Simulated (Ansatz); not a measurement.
Base system: V in the bcc (W type) structure (space group Im-3m, No. 229; a = 2.9971 Å).

(Cell as relaxed with PBE.)

Levels (all Ansatz, a quantum-chemistry and plane-wave program, PAW): PBE (420 eV, scalar-relativistic without spin-orbit coupling); r2SCAN (500 eV, no SOC).

Each level relaxes its own structure.

```json
[
 {"quantity": "volume per atom", "PBE": "13.46 Å³", "r2SCAN": "13.27 Å³"},
 {"quantity": "lattice parameter a", "PBE": "5.664 bohr", "r2SCAN": "5.637 bohr"},
 {"quantity": "band gap", "PBE": "zero", "r2SCAN": "zero"}
]
```

PBE's volume per atom lies 0.19 Å³ above r2SCAN's (1.5 %); PBE's lattice parameter a lies 0.027 bohr above r2SCAN's (0.5 %); the two agree on the band gap. Neither level is exact; r2SCAN is the comparison here, not a measurement.

Stability against distortions was not tested. Starting moments died away, wholly or in part, for the base; another magnetic solution may exist. All final runs are without spin polarisation.
